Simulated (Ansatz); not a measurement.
The parent structure is Sb (space group R-3m, No. 166; a = 4.326 Å, c = 11.339 Å (hexagonal axes); layered; relaxed with 0.1 eV smearing). Axes: x lies along a and z along c of the hexagonal cell.

All numbers come from r2SCAN+rVV10 (Ansatz, a program for electronic structure, PAW, without spin-orbit coupling).

One thing is altered: every lattice vector is shortened by 1.20 %; the atoms relax in the strained cell.

**Question.** Predict the stress tensor and what it implies for the stiffness.

**Answer.** Stress of the strained cell less that of the base (GPa, compression positive):
```
    1.9     0.0     0.0
    0.0     1.9     0.0
    0.0     0.0     1.2
```

Then B = −ΔP/(ΔV/V₀) with ΔV/V₀ = -0.0356 gives secant stiffness values (nonlinear terms included at this strain): B (at held cell shape, above the free-shape value) ≈ 46 GPa.

As a check, the harmonic strain energy −½ V₀ Δσ:ε is 5.7 meV/atom; the computed energy rise is 5.4 meV/atom.

Whether these cells are dynamically stable was not tested.
